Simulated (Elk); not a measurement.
Band structure of KPb3 (Pm-3m, 4 atoms in the cell).

```
KPb3
1.0
    5.10137     0.00000     0.00000
    0.00000     5.10137     0.00000
    0.00000     0.00000     5.10137
K Pb
1 3
Direct
  0.00000   0.00000   0.00000
  0.00000   0.50000   0.50000
  0.50000   0.00000   0.50000
  0.50000   0.50000   0.00000
```

Method of the run: LDA (PW92), all-electron FP-LAPW, Elk's shipped species files, default APW+lo basis in Elk.

Settings: xctype = 3; rgkmax = 7; stype = 3; swidth = 0.00367493 Ha; ngridk = 9 9 9.

The starting cell comes from a database of computed structures (which also holds hypothetical and non-ambient phases and stackings), without a prior relaxation at this level. Spin-orbit coupling is off. Values depend on the basis (sphere radii, cutoffs, local orbitals), which need not be converged.

Levels in eV from the Fermi level, bands 22 to 29:
```csv
point,22,23,24,25,26,27,28,29
Γ,-6.75,-1.81,-1.81,-1.81,2.20,2.20,2.20,3.00
X,-6.63,-1.12,-1.12,0.01,0.21,0.66,0.66,1.18
M,-8.09,-2.73,-0.86,0.38,0.38,0.72,0.74,0.74
R,-7.95,-3.51,-2.13,-2.13,-2.13,3.01,5.27,5.27
```

Bands cross the Fermi level along this path, so the cell is metallic at this level.
